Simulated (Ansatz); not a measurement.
## What uniaxial strain ε_zz = −5.40 % does to InSb

Consider InSb in the zinc blende structure (space group F-43m, No. 216; a = 6.556 Å). Axes: x, y, z lie along the cube axes.

Now apply this change: uniaxial strain ε_zz = −5.40 %, all other strain components held at zero, atoms relaxed at fixed cell.

All numbers come from r2SCAN (Ansatz, an electronic-structure program), no SOC. Settings: 12×12×12 k-points, 0.05 eV Fermi–Dirac smearing.

The volume per atom falls by 1.90 Å³ (35.22 Å³ → 33.32 Å³) and the space group changes from F-43m (No. 216) to I-4m2 (No. 119). The shortest interatomic distance shrinks by 0.095 bohr to 5.270 bohr and the energy goes up by 21 meV/atom. The pressure (mean of the normal stresses, compression positive) goes from zero to 2.7 GPa and the band gap changes from zero to 0.17 eV. The gap character is direct at Γ and the valence-band top at Γ (three highest levels, from the VBM) comes out as 0.00, -0.27, -0.27 eV. The stress (xx, yy, zz, yz, xz, xy; compression positive) amounts to (2.2, 2.2, 3.7, 0.0, 0.0, 0.0) GPa (rough).

Without a gap, meshes like the base's 12×12×12 leave anisotropic stresses uncertain by several tenths of a GPa, and small strain energies with them. With Sb present, leaving out spin-orbit coupling can change the band edges. No phonon test of stability was made. The final runs are not spin-polarised. Gaps under 0.05 eV, about the width of the smearing, are given as zero. A zero or small gap of InSb can be the functional's error rather than a property of the material. Labels are those of the standard path for the cell's own space group.
